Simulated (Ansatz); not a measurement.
Consider the following.

```yaml
crystal:
  lattice:
    - [0.00000, 2.27043, 2.27043]
    - [2.27043, 0.00000, 2.27043]
    - [2.27043, 2.27043, 0.00000]
  atoms:
    - { symbol: Ga, position: [0.00000, 0.00000, 0.00000] }
    - { symbol: N, position: [0.25000, 0.25000, 0.25000] }
```

No spin polarisation.

Computed with PBE/PAW in Ansatz (a first-principles code), no SOC. Settings: 12×12×12 k-points, 0.05 eV Fermi–Dirac smearing.

Question: Estimate the width of the top valence band.

Answer: 3.53 eV.

Question: What is the computed electron mass?

Answer: 0.14 mₑ (at Γ).

The levels and masses belong to the bands next to the band gap. Load acts through the strain it causes; cell and atoms are relaxed under it. Effective masses come from finite differences of ±0.01 Å⁻¹. No phonon test of stability was made. The cell was made from GaN in the zinc blende structure (space group F-43m, No. 216) by this change: pressure 0.9 GPa. This is not the structure that GaN has at room temperature and ambient pressure.
